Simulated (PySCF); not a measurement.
Worked example: self-consistent single point of Si (Fd-3m, 2 atoms in the cell) in PySCF.

Method of the run: PySCF with PBE, Gaussian basis gth-dzvp-molopt-sr, GTH pseudopotentials gth-pbe, FFT density fitting with multigrid.

The change in words: lattice scaled by 0.98. Reference geometry:
```xyz
2
Lattice="0.0000 2.7155 2.7155 2.7155 0.0000 2.7155 2.7155 2.7155 0.0000" Properties=species:S:1:pos:R:3 pbc="T T T"
Si     0.0000     0.0000     0.0000
Si     1.3578     1.3578     1.3578
```

Reference input (self-consistent single point, DFT PBE, Gaussian basis gth-dzvp-molopt-sr, GTH pseudopotentials gth-pbe, FFT density fitting with multigrid): cell.basis = gth-dzvp-molopt-sr; cell.pseudo = gth-pbe; cell.ke_cutoff = 50 Ha; make_kpts mesh = 7 7 7; mf.xc = pbe; smearing.sigma = 0.000367493 Ha; smearing.method = fermi; cell.precision = 1e-06; solver class = KRKS; density fitting = multigrid_numint; mf.conv_tol = 1e-09 Ha; mf.max_cycle = 80. This run's input differs from it in these lines:

```diff
@@ -4,8 +4,8 @@
 cell = gto.M(
-    a=np.array([[0, 5.13155129, 5.13155129],
-              [5.13155129, 0, 5.13155129],
-              [5.13155129, 5.13155129, 0]]),
+    a=np.array([[0, 5.02892027, 5.02892027],
+              [5.02892027, 0, 5.02892027],
+              [5.02892027, 5.02892027, 0]]),
     atom=[
     ('Si', (0, 0, 0)),
-    ('Si', (2.56577565, 2.56577565, 2.56577565)),
+    ('Si', (2.51446013, 2.51446013, 2.51446013)),
 ],
```

Output, abridged:

```
init E= -7.83303639479892
    sigma = 0.000367493  Optimized mu = 0.263018426201  entropy = 2.74381030321e-10
nelec by numeric integration = 7.999999999998861
    Total E(T) = -7.86989216968705  Free energy = -7.86989216968715  E0 = -7.8698921696871
cycle= 1 E= -7.86989216968705  delta_E= -0.0369  |g|= 0.223  |ddm|= 46.4
    sigma = 0.000367493  Optimized mu = 0.261738448168  entropy = 3.56336299879e-11
nelec by numeric integration = 7.999999999998883
    Total E(T) = -7.8699448138326  Free energy = -7.86994481383261  E0 = -7.86994481383261
cycle= 2 E= -7.8699448138326  delta_E= -5.26e-05  |g|= 0.103  |ddm|= 0.271
   [... lines left out ...]
cycle= 5 E= -7.86995538159263  delta_E= -3.31e-08  |g|= 1.98e-05  |ddm|= 0.0127
    sigma = 0.000367493  Optimized mu = 0.261051191308  entropy = 8.94580010661e-12
nelec by numeric integration = 7.999999999998892
    Total E(T) = -7.86995538159303  Free energy = -7.86995538159303  E0 = -7.86995538159303
cycle= 6 E= -7.86995538159303  delta_E= -3.98e-13  |g|= 1.38e-05  |ddm|= 7.41e-05
    sigma = 0.000367493  Optimized mu = 0.261051184058  entropy = 8.94583096216e-12
nelec by numeric integration = 7.999999999998892
    Total E(T) = -7.86995538159305  Free energy = -7.86995538159305  E0 = -7.86995538159305
Extra cycle  E= -7.86995538159305  delta_E= -2.22e-14  |g|= 1.29e-05  |ddm|= 5.5e-05
converged SCF energy = -7.86995538159305
electrons per cell = 8.000000
highest filled level = 0.251727 Ha, lowest empty level = 0.270630 Ha
```

The run converged in 6 iterations. Against the reference run the free energy rises by 35.6 meV/atom and the gap on the mesh goes from 0.632 to 0.514 eV.

The starting cell has typed, rounded lattice constants, without a prior relaxation at this level. For this run, on top of that: lattice scaled by 0.98. Values carry the incompleteness of an atom-centred basis.

Cost on one core of a shared machine: roughly 60 s.
